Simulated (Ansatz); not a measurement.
Where the default PAW files enter, the runs use the earlier of Ansatz's two default sets.

Here is the system:

```xyz
10
Lattice="4.9974 0.0000 0.0000 2.4987 4.7099 0.0000 2.4987 1.3256 4.1199" Properties=species:S:1:pos:R:3 pbc="T T T"
Ga     7.4961     3.1747     3.5249
Ga     2.4987     2.8609     0.5949
Ga     4.9974     1.1687     2.6549
Ga     4.9974     4.8668     1.4650
O      4.0137     4.5266     3.0899
O      5.9811     1.5089     1.0300
O      4.2399     3.6029     0.2190
O      5.7549     2.4326     3.9009
O      6.7386     4.1248     1.8409
O      3.2562     1.9108     2.2789
```

Space group of this cell: R-3c, corundum. The cell is taken as given; by r2SCAN its mean pressure is -1.4 GPa.

The current runs along the normal of the first two printed vectors, the (101) plane. All runs by Ansatz (a first-principles code), plane waves and PAW, without spin-orbit coupling; the base is r2SCAN.

| run | mean pressure (GPa) | gap (eV) | mid-gap κ (1/Å) |
|---|---|---|---|
| base | -1.4 | 3.51 | 0.254 |
| all lengths scaled by 0.98 | 14.5 | 4.21 | 0.291 |
| all lengths scaled by 1.02 | -13.3 | (withheld) | (withheld) |
| lda in place of r2scan | -6.7 | (withheld) | (withheld) |
| lengths across the current scaled by 0.98, ions clamped | 8.7 | 3.95 | 0.279 |
| lengths across the current scaled by 1.02, ions clamped | -9.5 | 3.05 | 0.229 |
| lengths along the current scaled by 0.97, ions clamped | 6.5 | 3.80 | 0.271 |
| lengths along the current scaled by 1.03, ions clamped | -7.8 | (withheld) | (withheld) |
| pbesol in place of r2scan | 0.3 | 2.73 | 0.217 |

Task: What belongs in the gaps?

Result: 
- all lengths scaled by 1.02, gap (eV): 2.86
- all lengths scaled by 1.02, mid-gap κ (1/Å): 0.218
- lda in place of r2scan, gap (eV): 2.74
- lda in place of r2scan, mid-gap κ (1/Å): 0.219
- lengths along the current scaled by 1.03, ions clamped, gap (eV): 3.15
- lengths along the current scaled by 1.03, ions clamped, mid-gap κ (1/Å): 0.237
